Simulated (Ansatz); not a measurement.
# Pt, response to strain

The parent structure is Pt in the fcc (Cu type) structure (space group Fm-3m, No. 225; a = 3.942 Å; relaxed with 0.1 eV smearing). Axes: x, y, z lie along the cube axes.

Strains are applied to the cell and any free atomic positions relax; under biaxial strain the out-of-plane vector relaxes too.

All numbers come from r2SCAN, PAW, 500 eV (Ansatz, a program for electronic structure; no SOC).

Candidates:
(a) isotropic strain −3.60 %
(b) biaxial strain −0.31 %, plane normal [001], relaxed out of plane
(c) biaxial strain +4.02 %, plane normal [110], relaxed out of plane

Notes on the quantities. energy relative to the base: free energy F.

Q: Order them by energy relative to the base, lowest first.

A: (b) biaxial strain −0.31 %, plane normal [001], relaxed out of plane (+0.2 meV/atom), (c) biaxial strain +4.02 %, plane normal [110], relaxed out of plane (+52 meV/atom), (a) isotropic strain −3.60 % (+177 meV/atom)

A biaxial case was relaxed in a doubled cell and then solved in the primitive one. Stability against distortions was not tested. All final runs are without spin polarisation. Pt lies near a magnetic instability that expansion can trigger; it was not tested.
